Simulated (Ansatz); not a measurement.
## KTaO3: O → S

Take KTaO$_{3}$ in the cubic perovskite structure (space group Pm-3m, No. 221; a = 4.0244 Å) as the base.

One thing is altered: S takes the place of O on all its sites; the structure is relaxed again.

Method: DFT with PBE, PAW potentials and a 420 eV plane-wave cutoff in Ansatz (a first-principles code), without spin-orbit coupling. k-mesh 10×10×10 (Γ-centred); smearing 0.05 eV (Fermi–Dirac), for the changed cell.

```
quantity                        base          changed        shift
-------------------  ---------------  ---------------  -----------
density                   6.83 g/cm³       4.56 g/cm³  -2.27 g/cm³
lattice parameter a          4.024 Å          4.866 Å     +0.842 Å
space group          Pm-3m (No. 221)  Pm-3m (No. 221)            –
band gap                     2.16 eV             zero            –
```

Final structure:

```
CELL_PARAMETERS angstrom
      4.86597     0.00000     0.00000
      0.00000     4.86597     0.00000
      0.00000     0.00000     4.86597
ATOMIC_POSITIONS crystal
  K  0.00000 0.00000 0.00000
  Ta 0.50000 0.50000 0.50000
  S  0.00000 0.50000 0.50000
  S  0.50000 0.50000 0.00000
  S  0.50000 0.00000 0.50000
```

Spin-orbit coupling, missing from the scalar runs, can matter with Ta. Stability against distortions was not tested. As relaxed here, KTaS3 is a hypothetical phase, not in the database extracts checked. The final runs are not spin-polarised. KTaS3 has a high density of states at the Fermi level and may be magnetic at this level.
